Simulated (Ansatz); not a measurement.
**A computed series for HfN: pressure series**

The parent structure is HfN in the rock salt structure (space group Fm-3m, No. 225).

```
HfN
1.0
    0.00000     2.27395     2.27395
    2.27395     0.00000     2.27395
    2.27395     2.27395     0.00000
Hf N
1 1
Direct
  0.00000   0.00000   0.00000
  0.50000   0.50000   0.50000
```

Cell and atoms are relaxed at each pressure.

Computed with PBE, PAW, 420 eV (Ansatz, a first-principles code; no spin-orbit coupling).

Notes on the quantities. enthalpy: H = E + PV relative to the base's energy.

| change | lattice parameter a | enthalpy |
|---|---|---|
| base | 4.548 Å | – |
| pressure −2 GPa | 4.560 Å | -0.15 eV/atom |
| pressure −1 GPa | 4.554 Å | -0.07 eV/atom |
| pressure 0.9 GPa | 4.543 Å | +0.07 eV/atom |
| pressure 2.1 GPa | 4.536 Å | +0.15 eV/atom |
| pressure 4.5 GPa | 4.523 Å | +0.33 eV/atom |
| pressure 9 GPa | 4.500 Å | +0.65 eV/atom |
| pressure 15 GPa | 4.471 Å | +1.07 eV/atom |
| pressure 22.5 GPa | 4.438 Å | +1.59 eV/atom |
| pressure 30 GPa | 4.408 Å | +2.10 eV/atom |

Load acts through the strain it causes; cell and atoms are relaxed under it. No phonon test of stability was made. No other phases were tried under pressure. The final runs are not spin-polarised. An odd electron count without spin: HfN.
